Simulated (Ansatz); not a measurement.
## CePd (Cmcm, No. 63; cell taken from a computed entry)

Method: PBEsol (Ansatz, a quantum-chemistry and plane-wave program, PAW).

Numerical settings: plane-wave cutoff 500 eV, 16×16×12 k mesh (along the axes of the cell as run), Fermi–Dirac smearing 0.1 eV, spin-polarised start, scalar-relativistic PAW data made under PBE.

Cell (relaxed at this level):

```
CELL_PARAMETERS angstrom
      1.89085    -5.42292     0.00000
      1.89085     5.42292     0.00000
      0.00000     0.00000     4.44486
ATOMIC_POSITIONS crystal
  Ce 0.86301 0.13699 0.75000
  Ce 0.13699 0.86301 0.25000
  Pd 0.58924 0.41076 0.75000
  Pd 0.41076 0.58924 0.25000
```

- band gap = zero (no gap)

Note: the magnetic order was assumed, not searched for or taken from measurement; the relaxation could not lower the start's symmetry, so the cell can be a saddle point above a distorted one; the 4f shell is treated without U or exact exchange, so its levels and filling can be wrong.

Spin–orbit coupling is not included.

Cost on a shared machine: roughly 70 core-minutes.
